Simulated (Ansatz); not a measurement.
Take BN (space group P6_3/mmc, No. 194; a = 2.501 Å, c = 6.526 Å; layered, stacked along the Cartesian z axis) as the base.

The values are results of r2SCAN+rVV10 in Ansatz (plane waves to 500 eV, PAW, spin-orbit coupling left out), not measurements.

Carriers are added at fixed cell with a uniform background; the Fermi–Dirac width is that of 300 K.

One change was made to it. Results:

The gap between the host's bands drops by 0.02 eV to 4.71 eV; the Fermi level relative to the doped band's edge (positive inside the band; to 0.05 eV) amounts to +0.25 eV; the gap character remains indirect, k = (0.296, 0.296, 0) in the run's primitive reciprocal basis → M.

**Question.** Which change produced these results?
(A) electrons 2.0×10^21 cm⁻³
(B) electrons 2.0×10^22 cm⁻³
(C) holes 2.0×10^22 cm⁻³

**Answer.** A, electrons 2.0×10^21 cm⁻³. For comparison, the Fermi level from band edge in the other runs: holes 2.0×10^22 cm⁻³ gives +0.65 eV; electrons 2.0×10^22 cm⁻³ gives +0.95 eV.

Carriers are added with a uniform compensating background; total energy and stress of such cells depend on the potential's zero and are not compared; many-body gap narrowing is missing at this level. Whether these cells are dynamically stable was not tested.

Ansatz is a first-principles code.
